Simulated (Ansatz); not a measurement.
Neutral impurities on the Si(h) site of 4H silicon carbide: relaxed bond lengths against the impurity's covalent radius (Cordero's table). Method: PBE, PAW (plane waves to 420 eV; Ansatz, a first-principles code). Details: 96-site cell; 2×2×2 shifted k-points; host gap 2.23 eV; no spin–orbit coupling; no Hubbard U; not converged in cell size.

```tsv
impurity	x: covalent radius (Å)	y: mean distance to the nearest shell of neighbours (Å)
Ge	1.20	1.97
Ni	1.24	1.96
Fe	1.32	1.90
Sn	1.39	2.10
Ta	1.70	2.05
Cr	1.39	?
```

Problem. Fit a straight line to the 5 complete rows and predict the last.

Solution. Means: x = 1.370, y = 1.996; Sxx = 0.158, Sxy = 0.034. Slope 0.034 / 0.158 = 0.21, intercept 1.996 − 0.21 × 1.370 = 1.71 Å; the rows scatter by 0.08 Å about the line, and R² = 0.29, a weak trend. Prediction: 1.71 + 0.21 × 1.39 = 2.00 Å. The calculation gave 1.95 Å, 0.05 Å below the line, within its scatter.
